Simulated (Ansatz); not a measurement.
Data:

```xyz
2
Lattice="0.0000 2.9829 2.9829 2.9829 0.0000 2.9829 2.9829 2.9829 0.0000" Properties=species:S:1:pos:R:3 pbc="T T T"
Cd     0.0000     0.0000     0.0000
S      1.4915     1.4915     1.4915
```

No spin polarisation.

Computed with r2SCAN (Ansatz, a quantum-chemistry and plane-wave program, PAW, spin-orbit coupling left out). k-mesh 10×10×10 (Γ-centred); smearing 0.05 eV (Fermi–Dirac).

Task: Predict the pressure, gap character, band gap and hole mass.

Result: 
- Pressure: -2.44 GPa
- Gap character: direct at Γ
- Band gap: 1.44 eV
- Hole mass (degenerate bands, along [100]): 0.16, 0.84, 0.84 mₑ (at Γ)

The cells carry an imposed strain or load. Masses are band curvatures over ±0.01 Å⁻¹ around the edge. Whether these cells are dynamically stable was not tested. The cell was made from CdS in the zinc blende structure (space group F-43m, No. 216) by this change: isotropic strain +1.50 %.
